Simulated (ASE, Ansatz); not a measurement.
A thermal frame of composition Li3Al, cell Li48Al16, first heated far above this temperature, then brought to it, at a temperature that wasn't checked against the liquidus, so perhaps supercooled [in the CHGNet run: it was liquid; mean temperature 706 K (target 720 K); density 0.96 g/cm³, volume +9 % from the start cell's], from MD with the machine-learned potential CHGNet 0.3.0 in ASE at 720 K. All values below come from PBE (plane waves, PAW; Ansatz, a program for electronic structure).

```json
{
  "plane_wave_cutoff": "420 eV",
  "k-points": "one point, (1/4, 1/4, 1/4)",
  "Fermi-Dirac width": "0.086 eV",
  "spin": "not polarised; no spin-orbit coupling"
}
```

A check of the k-sampling: on the last frame of the same run a denser mesh moved the PBE forces by 0.047 eV/Å rms, the static pressure by -0.03 GPa and the free energy by -3 meV/atom.

```xyz
64
Lattice="10.9870 0.0000 0.0000 0.0000 10.9870 0.0000 0.0000 0.0000 10.9870" Properties=species:S:1:pos:R:3 pbc="T T T"
Li    13.4650     1.5210     0.6136
Li     6.7631     5.4326     7.9368
Li    -0.9883     0.6604     0.1677
Li    -0.5318     9.3088     4.6456
Li     5.0812    11.7014    -2.2849
Li    11.4143    10.9472     2.7928
Li    13.8329    -0.4290     7.6266
Li     5.9501     7.2216    -1.3142
Li     2.4971     7.7606     3.3727
Li     0.7129     2.2704     3.0553
Li    11.4743     8.5213     1.5645
Li     7.8605    11.3951     7.2994
Li     5.9354     3.0023     7.8467
Li    10.9105     3.7390    -4.5993
Li     8.4494    12.5358     2.4352
Li     3.0129    10.2520     4.6744
Li     9.7662     8.6748    10.5335
Li     1.3200    10.1824    10.1479
Li     8.8910     3.7281     7.9000
Li     5.6764     8.9318     7.8326
Li     7.4696    -0.7312    -1.0846
Li    10.8380     0.4297    -2.9067
Li    -1.5395     6.8652     2.0181
Li     0.1616    -2.6961     7.6702
Li     2.5868     7.8318    -4.5624
Li     4.9616     4.4568    -5.6242
Li    -1.2883     4.2972     1.1109
Li     7.7125    10.4757     4.5278
Li    -1.2431     1.5688     4.5995
Li    11.1734    14.8147     9.6137
Li     8.2983     8.0669     8.3063
Li     2.9663     2.9612     7.5123
Li     7.7264    13.5411    10.9794
Li     7.0204     5.2931    14.2190
Li     5.3411     1.4070    12.5965
Li     6.0776     4.8907    11.9748
Li     6.6198    10.0523     2.0582
Li     1.4723     4.8580     1.5264
Li     3.6230     4.1678     2.6553
Li     1.8935    15.3233     5.1478
Li    10.8507     6.6133     5.0697
Li     4.6360     3.6205    10.3311
Li     9.8963     4.2104     4.1552
Li    14.4948     5.7141    10.3247
Li     5.1701    11.4559     5.0477
Li     4.5170     7.4608    12.9099
Li     5.7673     7.5329     5.1780
Li     7.3921     2.8269     4.6183
Al    14.1906     1.7948    14.5146
Al     2.1696     7.7559    11.4516
Al     8.5002     8.2982     5.9938
Al    14.3970    10.2699    13.3055
Al     9.1969     9.7536     2.1552
Al     7.5109     7.9667     0.5817
Al     1.4050     5.9019     7.8366
Al     3.9488     5.6859     7.7131
Al     8.0907     5.6126     5.8652
Al     4.6699    -1.7624    10.8617
Al     9.7181     5.9750     8.0357
Al     7.7360     7.7073     3.2350
Al     0.0777     6.1798    10.5008
Al     2.9273     7.9945     9.0275
Al     1.7095     1.4447     5.8678
Al     8.2537     5.8790    10.1624
```

### Question
Give the forces on all atoms (eV/Å), the static pressure (no kinetic part).

### Answer

```tsv
atom	Fx Fy Fz
Li1	0.021 0.191 0.047
Li2	-0.443 0.410 0.321
Li3	0.114 0.040 0.004
Li4	0.307 0.256 -0.085
Li5	-0.093 -0.263 0.501
Li6	0.653 -0.272 -0.160
Li7	-0.191 -0.117 -0.014
Li8	-0.512 -0.365 0.065
Li9	-0.387 -0.172 0.112
Li10	-0.030 0.888 -0.163
Li11	-1.271 0.639 1.181
Li12	0.054 -0.065 -0.186
Li13	0.071 0.097 -0.228
Li14	0.045 -0.173 0.618
Li15	-0.017 -0.134 -0.155
Li16	-0.688 -0.176 0.736
Li17	0.382 0.042 -0.252
Li18	0.317 -0.304 0.217
Li19	-0.661 -1.063 0.224
Li20	-0.329 0.111 -0.371
Li21	-0.122 0.178 0.443
Li22	-0.018 0.250 -0.297
Li23	1.296 -0.756 -0.767
Li24	-0.058 0.442 0.090
Li25	0.178 -0.008 -0.428
Li26	0.084 0.068 0.034
Li27	-0.188 -0.289 0.066
Li28	0.094 -0.275 -0.052
Li29	0.347 -0.531 0.769
Li30	0.235 -0.573 -0.153
Li31	-0.283 0.022 1.015
Li32	0.018 0.287 0.487
Li33	-0.224 0.202 -0.572
Li34	0.181 -0.297 0.217
Li35	-0.107 0.253 0.041
Li36	0.387 0.324 -0.265
Li37	-0.739 -0.008 -0.119
Li38	-0.132 0.295 -0.049
Li39	0.588 0.228 -0.284
Li40	0.511 0.205 -0.261
Li41	-0.107 0.048 0.220
Li42	0.022 -0.636 -0.400
Li43	-0.256 0.278 -0.675
Li44	-0.441 0.171 0.235
Li45	0.103 0.379 0.220
Li46	0.684 -0.173 0.056
Li47	-0.158 -0.095 0.158
Li48	-0.390 0.103 0.350
Al49	0.028 -0.277 0.170
Al50	1.317 -0.558 -0.242
Al51	-0.388 -0.255 -0.702
Al52	0.277 -0.454 -1.221
Al53	-0.310 -0.008 -0.238
Al54	-0.611 0.061 0.283
Al55	-0.538 -0.506 0.256
Al56	0.906 0.020 -0.150
Al57	0.215 -0.008 -0.718
Al58	-0.041 0.652 -0.051
Al59	0.737 0.401 -0.570
Al60	-0.632 0.999 1.524
Al61	0.242 0.727 0.088
Al62	0.355 0.347 -0.695
Al63	-0.540 -0.304 -0.756
Al64	0.137 -0.499 0.529
```
- static pressure (no kinetic part) = -0.34 GPa
